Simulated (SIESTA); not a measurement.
## Short convergence ladders for Rh (Fm-3m, 1 atom in the cell)

```yaml
crystal:
  lattice:
    - [0.00000, 1.90950, 1.90950]
    - [1.90950, 0.00000, 1.90950]
    - [1.90950, 1.90950, 0.00000]
  atoms:
    - { symbol: Rh, position: [0.00000, 0.00000, 0.00000] }
```

Base method: GGA PBE, numerical atomic orbitals DZP, PseudoDojo PBE standard norm-conserving potentials (rewritten from UPF to PSML) (SIESTA 5.4.2).

Base settings: XC.functional = GGA; XC.authors = PBE; potentials = PseudoDojo PBE standard; PAO.BasisSize = DZP; PAO.EnergyShift = 0.01 Ry; MeshCutoff = 400 Ry; kgrid.MonkhorstPack = 7 7 7; OccupationFunction = FD; ElectronicTemperature = 0.1 eV; MaxSCFIterations = 150.

**The width of Fermi-Dirac smearing**

In this ladder: kgrid.MonkhorstPack = 12 12 12.

Narrow widths need finer meshes than wide ones, so the last steps can hold mesh noise.

Only quantities that move along the ladder and can be compared are tabulated; pressure and forces are left out, as mesh noise rules them at narrow widths.

```tsv
ElectronicTemperature	free energy less the last step's (meV/atom)
1 eV	-1916.90
0.5 eV	-549.26
0.3 eV	-203.84
0.2 eV	-86.77
0.1 eV	-15.94
0.05 eV	0.00
```

Widest ElectronicTemperature that holds the free energy within 5 meV/atom: not settled: the last two steps still differ by 16 meV/atom, over half the tolerance, so the ladder does not show it.

**The width of Gaussian smearing**

In this ladder: kgrid.MonkhorstPack = 12 12 12; OccupationFunction = MP; OccupationMPOrder = 0.

Narrow widths need finer meshes than wide ones, so the last steps can hold mesh noise.

Only quantities that move along the ladder and can be compared are tabulated; pressure and forces are left out, as mesh noise rules them at narrow widths.

```csv
ElectronicTemperature,free energy less the last step's (meV/atom)
1 eV,-352.17
0.5 eV,-85.99
0.3 eV,-27.66
0.2 eV,-11.05
0.1 eV,-2.08
0.05 eV,0.00
```

Widest ElectronicTemperature that holds the free energy within 5 meV/atom of the last step, with all finer ones: 0.1 eV; the step before is off by 11 meV/atom.

**The width of Methfessel-Paxton smearing**

In this ladder: kgrid.MonkhorstPack = 12 12 12; OccupationFunction = MP; OccupationMPOrder = 1.

Narrow widths need finer meshes than wide ones, so the last steps can hold mesh noise.

Only quantities that move along the ladder and can be compared are tabulated; pressure and forces are left out, as mesh noise rules them at narrow widths.

| ElectronicTemperature | free energy less the last step's (meV/atom) |
|---|---|
| 1 eV | -13.43 |
| 0.5 eV | 6.25 |
| 0.3 eV | 3.17 |
| 0.2 eV | 1.13 |
| 0.1 eV | -0.09 |
| 0.05 eV | 0.00 |

Widest ElectronicTemperature that holds the free energy within 2 meV/atom of the last step, with all finer ones: 0.2 eV; the step before is off by 3.2 meV/atom.

On the base run: the starting cell has typed, rounded lattice constants, without a prior relaxation at this level. Its lattice was rescaled by up to half a per cent. Spin polarisation is off. Values carry the incompleteness of an atom-centred basis. Without a gap this mesh is coarse (it stands for a supercell whose shortest vector is 19 Å).

Left out of this page: 6 runs of the series outside the window shown, repeating another row's setting, or not comparable.
